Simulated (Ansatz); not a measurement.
Spinel GeFe2O4, treated with BLYP (Ansatz, a quantum-chemistry and plane-wave program, plane waves, PAW).

Settings: plane-wave cutoff 520 eV, 12×12×12 k mesh, Fermi–Dirac smearing 0.05 eV, spin-polarised with parallel moments, scalar-relativistic PAW data made under PBE.

Computed at the level's own relaxed cell.

Predict the equilibrium volume per atom, bulk modulus, lattice parameter a and pressure derivative B′ of the bulk modulus.


- equilibrium volume per atom = 11.14 Å³/atom
- bulk modulus = 160 GPa
- lattice parameter a = 8.545 Å
- pressure derivative B′ of the bulk modulus = 4.7

Note: the magnetic order was assumed, not searched for or taken from measurement; functionals without U or exact exchange can leave correlated insulators metallic, so the missing gap need not be real.

Static lattice: no zero-point or thermal effects.

It cost around 70 core-minutes (rough) of CPU time.
